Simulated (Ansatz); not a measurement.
Results of r²SCAN0 (Ansatz, a first-principles code, PAW) for CsCl-type TiCo.

Settings: plane-wave cutoff 520 eV, 10×10×10 k mesh, Fermi–Dirac smearing 0.05 eV, no spin polarisation, scalar-relativistic PAW data made under PBE.

Cell (relaxed at this level):

```yaml
crystal:
  lattice:
    - [2.92781, 0.00000, 0.00000]
    - [0.00000, 2.92781, 0.00000]
    - [0.00000, 0.00000, 2.92781]
  atoms:
    - { symbol: Ti, position: [0.00000, 0.00000, 0.00000] }
    - { symbol: Co, position: [0.50000, 0.50000, 0.50000] }
```

### Question
What does this level give for the bulk modulus B0 and pressure derivative B′ of the bulk modulus?

### Answer

* **bulk modulus B0**: 217 GPa
* **pressure derivative B′ of the bulk modulus**: 4.1

Measured, for comparison: bulk modulus 154 GPa (room temperature, not corrected to a static lattice; as tabulated in Yamada et al. (2019), arXiv:1910.09660). Computed (rounded) less measured: bulk modulus +41 %.

Note: the run has no spin polarisation, so it can have missed a magnetic state.

Computed values are for the static lattice.
